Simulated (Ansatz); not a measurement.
Worked sum: formation energy of the neutral Ni_i in NiSi2 (Fm-3m)

Subject: the formation energy of the neutral Ni_i in NiSi2 (Fm-3m). Reaction: 32 NiSi2 (Fm-3m) + Ni (fcc) → cell A.

A: a supercell of 96 sites of NiSi2 (Fm-3m) with Ni off the lattice sites (8 Si at 2.44 Å and 6 Ni at 2.75 Å); spin state with PBE: no moments.

Ni (fcc, Fm-3m), 1 atom in the cell; spin state with PBE: net moment 0.6 μB a cell.

Setting: static, neutral cells in Ansatz (PAW) whose structures rest at the PBE level. Ansatz (a first-principles code) runs with its default PAW set. Other levels take these structures. The lattices are those relaxed with PBE, so at other levels the solids can be strained, which adds to the spread. Larger cells are relaxed from a start prepared with the learned potential CHGNet till forces fall under 0.03 eV/Å, which some starts already meet. A dispersion term (D3(BJ), or D4 for r2SCAN) was computed beside these levels and is taken off wherever the name lacks it. The PAW files were made for PBE and serve at the other functionals too. Space groups of crystals are read within 0.01 Å. No search over spin orders was made beyond those shown. Mesh and cell size may move defect energies by 0.1 eV or more. The value holds for the reservoirs listed; other chemical potentials shift it. Cell A has symmetry Pm-3m within 0.02 Å and got no random move, so less symmetric positions, which may lie lower, weren't tried.

Total energies of the cells in eV, at zero smearing width. They compare only within one column; the weights balance every element.

| cell | atoms | weight | r2SCAN | r2SCAN+D4 |
|---|---|---|---|---|
| A: NiSi2:Ni_i | 97 | +1 | -233827.92456 | -233843.32189 |
| NiSi2 (Fm-3m) | 96 | −1 | -227983.43793 | -227998.56584 |
| Ni (fcc) | 1 | −1 | -5845.28069 | -5845.43674 |

r2SCAN: (-233827.92456) − (-227983.43793) − (-5845.28069) = 0.794 eV.

r2SCAN+D4: (-233843.32189) − (-227998.56584) − (-5845.43674) = 0.681 eV.

What follows from the r2SCAN value: The value above is the Ni-rich limit, with Ni (fcc) as reservoir. The host forms with -0.35 eV/atom at this level, so before it gives way to its other element Δμ(Ni) can go down to -0.35 × 3 = -1.05 eV (other compounds may narrow the range). The defect takes up 1 Ni, so the Ni-poor limit is 0.79 − 1 × (-1.05) = 1.84 eV.

With the reservoirs of the reaction as written, and without entropy terms or charged states, the share of sites that hold the defect in equilibrium is exp(−0.79 eV/k_BT) = 1.0×10^-4 at 1000 K.
